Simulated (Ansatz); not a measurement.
# Pressure series in AlN

Start from AlN in the wurtzite structure (space group P6_3mc, No. 186).

```cif
data_Al2N2
_chemical_formula_sum 'Al2 N2'
_space_group_name_H-M_alt 'P 1'
_space_group_IT_number 1
_cell_length_a 3.12980
_cell_length_b 3.12980
_cell_length_c 5.01733
_cell_angle_alpha 90.000
_cell_angle_beta 90.000
_cell_angle_gamma 120.000
loop_
_space_group_symop_operation_xyz
  'x, y, z'
loop_
_atom_site_label
_atom_site_type_symbol
_atom_site_fract_x
_atom_site_fract_y
_atom_site_fract_z
_atom_site_occupancy
Al1 Al 0.66667 0.33333 0.00337 1
Al2 Al 0.33333 0.66667 0.50337 1
N1 N 0.66667 0.33333 0.62183 1
N2 N 0.33333 0.66667 0.12183 1
```

Cell and atoms are relaxed at each pressure.

Method: Kohn–Sham DFT with the PBE functional, run in Ansatz (an electronic-structure program) with PAW and 420 eV plane waves, without spin-orbit coupling, earlier PAW set.

| change | band gap | lattice parameter a |
|---|---|---|
| base | 4.04 eV | 3.130 Å |
| pressure −2 GPa | 3.95 eV | 3.140 Å |
| pressure −1 GPa | 3.99 eV | 3.135 Å |
| pressure 0.9 GPa | 4.08 eV | 3.125 Å |
| pressure 2.1 GPa | 4.13 eV | 3.119 Å |
| pressure 4.5 GPa | 4.22 eV | 3.108 Å |
| pressure 9 GPa | 4.39 eV | 3.088 Å |
| pressure 15 GPa | 4.60 eV | 3.065 Å |
| pressure 22.5 GPa | ___ | ___ |
| pressure 30 GPa | 5.06 eV | 3.015 Å |

Question: Some entries are withheld; estimate them.

Answer: 
- pressure 22.5 GPa, band gap: 4.84 eV
- pressure 22.5 GPa, lattice parameter a: 3.038 Å

Load acts through the strain it causes; cell and atoms are relaxed under it. Stability against distortions was not tested. Measured, AlN leaves this structure (for rock salt) near 14 GPa (temperature not stated; as listed in Datta, Sujoy, Jana, Debnarayan, arXiv (2020)), on rising pressure, with hysteresis.
